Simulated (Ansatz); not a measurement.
Given:

```
GaLaO3
1.0
    2.76127     1.59422     4.42453
   -2.76127     1.59422     4.42453
    0.00000    -3.18844     4.42453
La Ga O
2 2 6
Direct
  0.74561   0.74561   0.74561
  0.24561   0.24561   0.24561
  0.49561   0.49561   0.49561
  0.99561   0.99561   0.99561
  0.81103   0.24562   0.68020
  0.68020   0.81103   0.24562
  0.24562   0.68020   0.81103
  0.18020   0.74562   0.31103
  0.74562   0.31103   0.18020
  0.31103   0.18020   0.74562
```

Computed with PBEsol with spin-orbit coupling, rigid bands (plane waves, PAW; Ansatz, an electronic-structure program). Condition of this run: spin-orbit coupling switched on. How the cell was made: cell and atoms relaxed with PBEsol.

Problem. What conductivity effective mass do dilute holes have at 300 K?

Solution. 2.1 (x), 2.1 (y), 0.93 (z) mₑ.

Problem. What conductivity effective mass do dilute electrons have at 300 K?

Solution. 0.60 (x), 0.60 (y), 0.39 (z) mₑ.

Problem. And the band gap?

Solution. 3.70 eV at this level; semilocal functionals usually fall short of the measured gap.

Rigid bands, one relaxation time for all states, no polarons.

Formula and space group known from diffraction (Crystallography Open Database), not checked to be the room-temperature form: LaGaO3 (R-3c).
